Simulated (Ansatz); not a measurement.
Al interstitial in beta Si3N4: one set of geometries, relaxed with PBE, evaluated in Ansatz (PAW, plane waves to 420 eV, 500 eV under r2SCAN) with PBE, r2SCAN.

Details: 84-site cell; 2×2×2 shifted k-points; start: void with 6N6Si nearest; charged states image-corrected; corrections pass 1 eV, so highly charged states may be off by several tenths; relaxed from one start, so a lower configuration may exist; flagged in the runs: a host whose relaxation on this sampling wasn't shown to rest.

```json
[
 {"quantity": "host gap (eV)", "PBE": "4.25", "r2SCAN": "[?]"},
 {"quantity": "ε(+3/+2) above the VBM (eV)", "PBE": "0.55", "r2SCAN": "[?]"},
 {"quantity": "ε(+2/+1) above the VBM (eV)", "PBE": "1.06", "r2SCAN": "[?]"},
 {"quantity": "ε(+1/0) above the VBM (eV)", "PBE": "3.41", "r2SCAN": "[?]"},
 {"quantity": "largest moment on one atom at charge +2 (μB)", "PBE": "0.21", "r2SCAN": "[?]"},
 {"quantity": "neutral formation energy against fcc Al (eV)", "PBE": "5.76", "r2SCAN": "[?]"},
 {"quantity": "largest moment on one atom at charge 0 (μB)", "PBE": "0.17", "r2SCAN": "[?]"}
]
```

Task: Given the lower rungs, what does r2SCAN give?

Result: 
- host gap (eV), r2SCAN: 4.90
- ε(+3/+2) above the VBM (eV), r2SCAN: 0.72
- ε(+2/+1) above the VBM (eV), r2SCAN: 1.61
- ε(+1/0) above the VBM (eV), r2SCAN: 3.66
- largest moment on one atom at charge +2 (μB), r2SCAN: 0.22
- neutral formation energy against fcc Al (eV), r2SCAN: 6.19
- largest moment on one atom at charge 0 (μB), r2SCAN: 0.18

Ansatz is a quantum-chemistry and plane-wave program.
